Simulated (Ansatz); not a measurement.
System: GaAs (model structure, started from the CsCl type, Pm-3m, No. 221, 2 atoms in the cell). Method: r²SCAN in Ansatz (plane waves, PAW).

Run with plane-wave cutoff 560 eV, 18×18×18 k mesh, Fermi–Dirac smearing 0.05 eV, scalar-relativistic PAW data made under PBE.

Cell (relaxed at this level):

```xyz
2
Lattice="3.3391 0.0000 0.0000 0.0000 3.3391 0.0000 0.0000 0.0000 3.3391" Properties=species:S:1:pos:R:3 pbc="T T T"
Ga     0.0000     0.0000     0.0000
As     1.6695     1.6695     1.6695
```

Give the computed bulk modulus B0.


- bulk modulus B0: 66.7 GPa

The run finds no gap.

Note: the bulk modulus is −V dP/dV from two relaxed cells at ±2 % in volume; the relaxation could raise the start's symmetry but not lower it, so the cell can be a saddle point.

The result took about 3.0 core-minutes (a rough figure).

A model structure was made by putting elements into a prototype or built by hand; it is no filed structure, need not be a known phase, and can be a saddle point held by its symmetry.

Ansatz is a first-principles code.
